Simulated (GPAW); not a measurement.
**Equation of state of hcp Y (space group 194): energy against volume (GPAW, PBEsol)**

```
CELL_PARAMETERS angstrom
      3.54402     0.00000     0.00000
     -1.77201     3.06921     0.00000
      0.00000     0.00000     5.56363
ATOMIC_POSITIONS crystal
  Y  0.66667 0.33333 0.75000
  Y  0.33333 0.66667 0.25000
```

Computed with PBEsol, GPAW PAW datasets PBEsol (made by gpaw-setup) (plane waves; GPAW 25.7.0). Settings: mode = pw; ecut = 585 eV; xc = PBEsol; kpts = 19 19 10; mesh shift (steps) = 0 0 0; occupations.name = fermi-dirac; occupations.width = 0.05 eV; nbands = -6; convergence.forces = 0.001 eV/Å; symmetry.symmorphic = false; symmetry.tolerance = 0.0005; maxiter = 150. The cell above is the first row's. The rows scale it uniformly. In all rows fractional positions and the k mesh are held. E is the free energy at the stated smearing, counted from the lowest row.

```csv
V (Å^3/atom),E (meV/atom)
30.259,4.46
30.917,0.31
31.574,0.00
32.232,3.21
32.890,9.69
33.548,19.19
34.206,31.46
34.863,46.28
35.521,?
```

Taking the third-order Birch-Murnaghan form, a cubic in V^(-2/3) for E over the 8 complete rows: With u = V^(-2/3) - 0.0982, the rows have u = 0.0047825, 0.0033161, 0.0019030, 0.0005359, -0.0007854, -0.0020634, -0.0033002, -0.0044963. Least squares gives E = 5.436 - 4663.1·u + 958545·u² - 5483422·u³. Residuals (row less fit): 0.001, -0.003, 0.004, -0.001, -0.002, 0.003, -0.002, 0.000; standard error 0.004 (degrees of freedom: 4). Its minimum lies at u = 0.0024854, so V0 = (0.1006854)^(-3/2) = 31.30. There d²E/du² = 1835000 and d³E/du³ = -3.290e7, so B0 = (4/9) × 31.30^(-7/3) × 1835000 × 0.160218 = 42.3 GPa (the last factor turns the table's units into GPa), and B0' = 4 + (2/3) × 0.1006854 × (-3.290e7)/1835000 = 2.8. The program's pressures in the fitted runs (not shown) pass through zero at V = 31.27, 0.09 % from this V0.

Question: What does the fit predict for E at V = 35.521, and how far is the calculated value from it?

Answer: u = -0.0056571, so E = 5.436 - 4663.1 × (-0.0056571) + 958545 × (-0.0056571)² - 5483422 × (-0.0056571)³ = 63.484 meV/atom. The calculation gives 63.44 meV/atom, 0.044 meV/atom below the prediction (0.1 % of the range of E in the table). The row lies outside the fitted rows, so this is an extrapolation. From the scatter of the fitted rows alone, a prediction at this place has a standard error of 0.009 meV/atom, so the miss is 5.0 times that.

Carrying the step between the two nearest rows on in a straight line would have given 61.12, off by 2.32; series whose last step already gives the withheld value aren't shown. The scan was laid around a cell of about the measured size, scaled by a guess for this functional; axis ratios and inner coordinates come from that cell. The runs keep the symmetry of the cell, so they don't test it for distortions. The shape of the cell and the inner coordinates aren't relaxed, so V0 and B0 belong to this uniform scaling; a relaxed crystal lies no higher in energy and is usually softer. Cutoffs and mesh are single choices, not tested for convergence of this quantity. Series with a scatter that would blur these digits, or in which a gap closes, are not shown. Nor are scans whose minimum lies at an end fitted in this form.

Terms beyond the fitted order, or numerical noise in single rows, can give a miss of this size; the table doesn't tell which.
